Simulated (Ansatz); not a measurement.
N on the 1x1 (100) surface of monoclinic HfO2 (cut with top plane 2 O), one in a 1x1 cell, energies for each (27.9 Å²). Energies are against ½ N2(g), without zero-point or thermal terms; each row is named by its start.

Host crystal: monoclinic HfO2, with a band gap (PBE, scalar-relativistic without spin-orbit coupling).

The numbers are results of PBE (plane waves to 420 eV, PAW; Ansatz, a program for electronic structure), not measurements.

Model: 25-atom slab, 9.3 Å thick at the start under the adsorbate (thin: gaps and levels are the slab's own), 4x4x1 mesh, Fermi-Dirac 0.01 eV, dipole correction, 12 atoms held, the rest relaxed; each run with such symmetry as its start has; spin-polarised, no spin-orbit, no U, no dispersion correction.

A negative adsorption energy means that the adsorbate is more stable on the surface than in its reference. Starts that drift may end in the same place. Heights count from the host atoms within 0.3 Å of the top one.

| starting site | E_ads (eV) | height (Å) | nearest host atom (Å) | bonded to | change of the vacuum step (eV) | lateral drift (Å) | moment (μB) |
|---|---|---|---|---|---|---|---|
| top O (the adsorbate paired with a surface O atom) | 3.50 | 0.39 | O 1.39 | Hf + O | 0.29 | 1.6 | 1.0 |
| over Hf at depth 1.0 Å | 5.03 | 0.64 | O 2.39 | Hf | 0.03 | 1.8 | 3.0 |
| hollow O-O-O | 5.03 | 0.64 | O 2.39 | Hf | 0.03 | 1.1 | 3.0 |
| hollow O-O-O over O at depth 6.8 Å | 5.03 | 0.64 | O 2.38 | Hf | 0.02 | 0.4 | 3.0 |
| bridge O-O (span 5.2 Å) | 5.03 | 0.64 | O 2.39 | Hf | 0.03 | 0.9 | 3.0 |
| bridge O-O (span 5.3 Å) | 5.03 | 0.64 | O 2.39 | Hf | 0.03 | 0.5 | 3.0 |
